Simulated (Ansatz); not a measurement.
Alloy series in AlN

Base system: AlN in the zinc blende structure (space group F-43m, No. 216).

```yaml
crystal:
  lattice:
    - [0.00000, 2.18491, 2.18491]
    - [2.18491, 0.00000, 2.18491]
    - [2.18491, 2.18491, 0.00000]
  atoms:
    - { symbol: N, position: [0.75000, 0.75000, 0.75000] }
    - { symbol: Al, position: [0.00000, 0.00000, 0.00000] }
```

The other end (x = 1) is GaN in the zinc blende structure (space group F-43m, No. 216): 11.37 Å³/atom, gap 2.17 eV; this end may not be an ambient phase.

Ga replaces a fraction x of Al; each row is one arrangement (x, atoms in the cell, starting space group or random), fully relaxed.

Method: r2SCAN, PAW, 500 eV (Ansatz, a first-principles code; no spin-orbit coupling).

| case | mixing energy | band gap | shortest interatomic distance | density |
|---|---|---|---|---|
| base | – | 3.94 eV | 1.892 Å | 3.26 g/cm³ |
| x(Ga) = 0.667, 6 atoms, I-4m2 | +1 meV/atom | 2.93 eV | 1.895 Å | 5.22 g/cm³ |
| x(Ga) = 0.75, 8 atoms, Cm | +1 meV/atom | 2.72 eV | 1.885 Å | 5.45 g/cm³ |
| x(Ga) = 0.75, 8 atoms, R3m | +4 meV/atom | 2.62 eV | 1.885 Å | 5.45 g/cm³ |

These are small ordered cells, not random alloys; other orderings at the same x differ. Whether these cells are dynamically stable was not tested. This is not the structure that AlN has at room temperature and ambient pressure. This is not the structure that GaN has at room temperature and ambient pressure.
